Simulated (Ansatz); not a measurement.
# Ti(N,O): Ti$_{2}$NO

A 16-atom cell of Ti(N,O) started in the rock salt structure, site fractions N 0.500, O 0.500, short-range order -0.17 among the nearest mixed sites of the first mixed sublattice (0 is random, a negative value favours unlike neighbours), space group Imma at the end, an ordered arrangement that its symmetry holds.

Level of theory: PBE (plane waves to 420 eV, PAW; Ansatz, a quantum-chemistry and plane-wave program). Scalar-relativistic, without spin–orbit coupling; the runs are not spin-polarised. Its k-point mesh 5×5×5, Fermi–Dirac width 0.05 eV.

```
Property                                                                                         Value
--------------------------------------------------------  --------------------------------------------
volume per atom                                                                                9.78 Å³
N–Ti bonds (within 1.22 times the sum of covalent radii)  2.094 Å on average, from 2.028 to 2.144 (24)
O–Ti bonds (within 1.22 times the sum of covalent radii)  2.188 Å on average, from 2.141 to 2.253 (24)
```

```xyz
16
Lattice="-0.0111 4.2757 4.2814 4.2757 -0.0111 4.2814 4.2646 4.2646 0.0000" Properties=species:S:1:pos:R:3 pbc="T T T"
Ti     0.0000     0.0000    -0.1123
Ti     2.1323     2.1323     0.1123
Ti     2.2263     0.0830     2.1407
Ti     4.1873     2.0439     2.1407
Ti     0.0772     2.2206     2.1407
Ti     2.0382     4.1816     2.1407
Ti     2.1323     2.1323     4.1691
Ti     4.2646     4.2646     4.3937
N      2.1323     2.1323     2.1407
O      4.2646     4.2646     2.1407
N      4.2701     2.1267     4.2814
O      6.4024     4.2590     4.2814
O      2.1267     4.2701     4.2814
N      4.2590     6.4024     4.2814
N      4.2646     4.2646     6.4221
O      6.3968     6.3968     6.4221
```
